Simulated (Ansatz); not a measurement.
BN under load (space group P6_3mc), Ansatz (a first-principles code) with PBE, rigid bands. Condition of this run: biaxial stress in the c plane of -36 GPa (compression positive) (the target of the relaxation). Band gap 5.45 eV, N_c = 1.52e19 cm⁻³ and N_v = 5.35e19 cm⁻³ at 300 K, conductivity masses along y (a = (2.64, 0.00, 0.00) Å; b = (-1.32, 2.29, 0.00) Å; c = (0.00, 0.00, 4.18) Å) of 0.557 mₑ (electrons) and 0.990 mₑ (holes). Take k_BT = 0.02585 eV.

**Question.** What thermal injection velocity √(2k_BT/πm) limits a ballistic channel along the direction named?

**Answer.** 7.21e6 cm/s for electrons and 5.41e6 cm/s for holes, a ratio of √(m_h/m_e) = 1.33, for dilute carriers.

**Question.** A film of it is 3 nm thick, with its normal along the direction named. Estimate the confinement energies in an infinite well.

**Answer.** ħ²π²/(2m t²) = 0.376 eV·nm²/(m/mₑ × t²) gives 75.0 meV for electrons and 42.2 meV for holes, so the gap would widen to about 5.57 eV. Finite barriers and nonparabolic bands lower this, and with several valleys or bands the heaviest mass along the normal sets the lowest level, not this average.

**Question.** Find the intrinsic carrier density and the intrinsic Fermi level.

**Answer.** n_i = √(N_c N_v) exp(−E_g/2k_BT) = 2.85e19 × exp(−105.41) = 4.8e-27 cm⁻³. The level lies (k_BT/2) ln(N_v/N_c) = 16 meV from mid-gap (positive towards the conduction band). Each 0.1 eV added to the gap lowers n_i by a factor of 6.9.

Rigid bands with the computed gap; masses take one relaxation time for all states. Spin-orbit coupling is left out. Geometry: cell and atoms relaxed with PBEsol.
